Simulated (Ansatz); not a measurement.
AlBN₂ (model structure, started from the LiGaO2 type, Pna2₁, No. 33, 16 atoms in the cell)

Calculation: PBEsol in Ansatz (plane waves, PAW).

Settings: plane-wave cutoff 520 eV, 8×6×8 k mesh (along the axes of the cell as run), Fermi–Dirac smearing 0.01 eV, scalar-relativistic PAW data made under PBE.

Cell (relaxed with PBEsol):

```
AlBN2
1.0
    4.86220     0.00000     0.00000
    0.00000     5.74369     0.00000
    0.00000     0.00000     4.56319
B Al N
4 4 8
Direct
  0.56979   0.87554   0.00754
  0.43021   0.12446   0.50754
  0.93021   0.37554   0.50754
  0.06979   0.62446   0.00754
  0.59391   0.37788   0.99846
  0.40609   0.62212   0.49846
  0.90609   0.87788   0.49846
  0.09391   0.12212   0.99846
  0.10922   0.15173   0.41277
  0.89078   0.84827   0.91277
  0.39078   0.65173   0.91277
  0.60922   0.34827   0.41277
  0.44968   0.09772   0.85443
  0.55032   0.90228   0.35443
  0.05032   0.59772   0.35443
  0.94968   0.40228   0.85443
```

- band gap: 4.82 eV (indirect)
- smallest direct gap on the k points sampled: 5.06 eV
- Γ–Γ gap: 5.32 eV

Note: the relaxation could raise the start's symmetry but not lower it, so the cell can be a saddle point.

The computed numbers hold no vibrational or temperature effects.

A model structure was made by putting elements into a prototype or built by hand; it is no filed structure, need not be a known phase, and can be a saddle point held by its symmetry.

Ansatz is a quantum-chemistry and plane-wave program.
